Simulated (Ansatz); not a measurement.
## Ge₃N₄ (P6₃/m, No. 176; cell taken from a computed entry)

Calculation: PBE-D3(BJ) (plane waves, PAW; Ansatz, a first-principles code).

Run with plane-wave cutoff 500 eV, 6×6×12 k mesh (along the axes of the cell as run), Fermi–Dirac smearing 0.05 eV, scalar-relativistic PAW data made under PBE.

Cell: relaxed at this level.

volume per atom: 12.52 Å³/atom
equilibrium lattice constant a: 8.083 Å
lattice parameter c: 3.098 Å
band gap: 2.01 eV (on the SCF k mesh)

Note: the relaxation could not lower the start's symmetry, so the cell can be a saddle point above a distorted one.

Spin–orbit coupling is not included.

Computed values are for the static lattice.
